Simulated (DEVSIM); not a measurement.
Device: Si n-i-p diode, at 300 K.

| layer (left to right) | material | thickness (μm) | Nd (cm⁻³) | Na (cm⁻³) | τn (s) | τp (s) |
|---|---|---|---|---|---|---|
| 1 | Si | 0.510 | 3.5e17 | - | 4.4e-6 | 4.4e-6 |
| 2 | Si | 0.540 | - | 2.4e12 | 4.4e-6 | 4.4e-6 |
| 3 | Si | 2.10 | - | 4e17 | 4.4e-6 | 4.4e-6 |

Left contact: ohmic. Right contact: ohmic. Voltage is applied to the left contact. Recombination: SRH at mid-gap, radiative, Auger. Mobility is constant in doping.

This is a model device: material constants are rounded textbook-type values typed into the input, and sizes, dopings and lifetimes were drawn at random. Values at 300 K.

| parameter | Si |
|---|---|
| gap (eV) | 1.124 |
| affinity (eV) | 4.05 |
| permittivity | 11.7 |
| Nc (cm⁻³) | 2.86e19 |
| Nv (cm⁻³) | 3.1e19 |
| μn (cm²/Vs) | 1417 |
| μp (cm²/Vs) | 470 |
| B (cm³/s) | 4.7e-15 |
| Cn (cm⁶/s) | 2.8e-31 |
| Cp (cm⁶/s) | 9.9e-32 |

Simulated with DEVSIM: 1D drift-diffusion, Boltzmann statistics, complete ionisation; no tunnelling, impact ionisation, image-force lowering or self-heating.

Tabulate band edges, carrier densities and field at zero bias.

Energies count from the Fermi level of the right contact; mesh points crowd at the junctions.

```json
[
 {"x (μm)": "0.000", "Ec (eV)": "0.114", "Ev (eV)": "-1.010", "n (cm⁻³)": "3.5e17", "p (cm⁻³)": "330", "field (V/cm)": "≈ 0"},
 {"x (μm)": "0.02904", "Ec (eV)": "0.114", "Ev (eV)": "-1.010", "n (cm⁻³)": "3.5e17", "p (cm⁻³)": "330", "field (V/cm)": "≈ 0"},
 {"x (μm)": "0.08557", "Ec (eV)": "0.114", "Ev (eV)": "-1.010", "n (cm⁻³)": "3.5e17", "p (cm⁻³)": "330", "field (V/cm)": "≈ 0"},
 {"x (μm)": "0.2080", "Ec (eV)": "0.114", "Ev (eV)": "-1.010", "n (cm⁻³)": "3.5e17", "p (cm⁻³)": "330", "field (V/cm)": "≈ 0"},
 {"x (μm)": "0.4068", "Ec (eV)": "0.114", "Ev (eV)": "-1.010", "n (cm⁻³)": "3.5e17", "p (cm⁻³)": "330", "field (V/cm)": "≈ 0"},
 {"x (μm)": "0.4722", "Ec (eV)": "0.114", "Ev (eV)": "-1.010", "n (cm⁻³)": "3.5e17", "p (cm⁻³)": "330", "field (V/cm)": "220"},
 {"x (μm)": "0.5058", "Ec (eV)": "0.131", "Ev (eV)": "-0.993", "n (cm⁻³)": "1.8e17", "p (cm⁻³)": "650", "field (V/cm)": "23000"},
 {"x (μm)": "0.5434", "Ec (eV)": "0.214", "Ev (eV)": "-0.910", "n (cm⁻³)": "7.2e15", "p (cm⁻³)": "16000", "field (V/cm)": "16000"},
 {"x (μm)": "0.6092", "Ec (eV)": "0.313", "Ev (eV)": "-0.811", "n (cm⁻³)": "1.6e14", "p (cm⁻³)": "750000", "field (V/cm)": "15000"},
 {"x (μm)": "0.7380", "Ec (eV)": "0.501", "Ev (eV)": "-0.623", "n (cm⁻³)": "1.1e11", "p (cm⁻³)": "1.1e9", "field (V/cm)": "15000"},
 {"x (μm)": "0.9065", "Ec (eV)": "0.747", "Ev (eV)": "-0.378", "n (cm⁻³)": "8200000", "p (cm⁻³)": "1.4e13", "field (V/cm)": "15000"},
 {"x (μm)": "1.012", "Ec (eV)": "0.902", "Ev (eV)": "-0.222", "n (cm⁻³)": "20000", "p (cm⁻³)": "5.8e15", "field (V/cm)": "16000"},
 {"x (μm)": "1.044", "Ec (eV)": "0.967", "Ev (eV)": "-0.157", "n (cm⁻³)": "1600", "p (cm⁻³)": "7.1e16", "field (V/cm)": "28000"},
 {"x (μm)": "1.068", "Ec (eV)": "1.010", "Ev (eV)": "-0.114", "n (cm⁻³)": "310", "p (cm⁻³)": "3.7e17", "field (V/cm)": "2900"},
 {"x (μm)": "1.147", "Ec (eV)": "1.012", "Ev (eV)": "-0.112", "n (cm⁻³)": "290", "p (cm⁻³)": "4.0e17", "field (V/cm)": "≈ 0"},
 {"x (μm)": "1.294", "Ec (eV)": "1.012", "Ev (eV)": "-0.112", "n (cm⁻³)": "290", "p (cm⁻³)": "4.0e17", "field (V/cm)": "≈ 0"},
 {"x (μm)": "1.599", "Ec (eV)": "1.012", "Ev (eV)": "-0.112", "n (cm⁻³)": "290", "p (cm⁻³)": "4.0e17", "field (V/cm)": "≈ 0"},
 {"x (μm)": "2.258", "Ec (eV)": "1.012", "Ev (eV)": "-0.112", "n (cm⁻³)": "290", "p (cm⁻³)": "4.0e17", "field (V/cm)": "≈ 0"},
 {"x (μm)": "2.850", "Ec (eV)": "1.012", "Ev (eV)": "-0.112", "n (cm⁻³)": "290", "p (cm⁻³)": "4.0e17", "field (V/cm)": "≈ 0"},
 {"x (μm)": "3.022", "Ec (eV)": "1.012", "Ev (eV)": "-0.112", "n (cm⁻³)": "290", "p (cm⁻³)": "4.0e17", "field (V/cm)": "≈ 0"},
 {"x (μm)": "3.106", "Ec (eV)": "1.012", "Ev (eV)": "-0.112", "n (cm⁻³)": "290", "p (cm⁻³)": "4.0e17", "field (V/cm)": "≈ 0"},
 {"x (μm)": "3.150", "Ec (eV)": "1.012", "Ev (eV)": "-0.112", "n (cm⁻³)": "290", "p (cm⁻³)": "4.0e17", "field (V/cm)": "≈ 0"}
]
```
